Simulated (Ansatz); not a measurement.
We consider PrB4 (P4/mbm, No. 127; cell taken from a computed entry), described by r²SCAN (plane waves, PAW; Ansatz, an electronic-structure program).

Numerical settings: plane-wave cutoff 500 eV, 6×6×10 k mesh (along the axes of the cell as run), Fermi–Dirac smearing 0.05 eV, spin-polarised start, scalar-relativistic PAW data made under PBE.

Computed at the level's own relaxed cell.

Q: Give the computed equilibrium volume per atom, equilibrium lattice constant a and c axis length.

A: 
* **equilibrium volume per atom**: 10.73 Å³/atom
* **equilibrium lattice constant a**: 7.222 Å
* **c axis length**: 4.115 Å

Note: the magnetic order was assumed, not searched for or taken from measurement; the relaxation could not lower the start's symmetry, so the cell can be a saddle point above a distorted one; the 4f shell is treated without U or exact exchange, so its levels and filling can be wrong.

Spin–orbit coupling is not included.

Static lattice: no zero-point or thermal effects.

The result took very roughly 30 core-minutes.
